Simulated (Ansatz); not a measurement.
## ZnO: uniaxial strain ε_zz = −2.40 %

Consider ZnO in the wurtzite structure (space group P6_3mc, No. 186; a = 3.187 Å, c = 5.153 Å). Axes: x lies along a and z along c of the hexagonal cell.

Modification: uniaxial strain ε_zz = −2.40 %, all other strain components held at zero, atoms relaxed at fixed cell.

All numbers come from Kohn–Sham DFT with the LDA functional, run in Ansatz (a program for electronic structure) with PAW and 420 eV plane waves, spin-orbit coupling left out. Γ-centred 12×12×7 mesh, Fermi–Dirac width 0.05 eV.

| quantity | base | changed | shift |
|---|---|---|---|
| volume per atom | 11.33 Å³ | 11.06 Å³ | -0.27 Å³ |
| space group | P6_3mc (No. 186) | P6_3mc (No. 186) | – |
| shortest interatomic distance | 1.944 Å | 1.928 Å | -0.0154 Å |
| energy relative to the base (free energy F) | 0 meV/atom | +4.8 meV/atom | +4.8 meV/atom |
| band gap | 0.80 eV | 0.87 eV | +0.07 eV |
| gap character | direct at Γ | direct at Γ | – |
| width of the top valence band | 1.93 eV | 2.02 eV | +0.09 eV |
| electron mass | 0.15 mₑ (at Γ) | 0.17 mₑ along z, 0.16 mₑ across (at Γ) | – |
| valence-band top at Γ (three highest levels, from the VBM) | 0.00, 0.00, -0.11 eV | 0.00, 0.00, -0.12 eV | – |
| largest internal atomic displacement | – | 0.017 Å | – |
| stress (xx, yy, zz, yz, xz, xy; compression positive) | – | (3.24, 3.24, 5.68, 0.00, 0.00, 0.00) GPa | – |

Masses are band curvatures over ±0.01 Å⁻¹ around the edge. Stability against distortions was not tested.
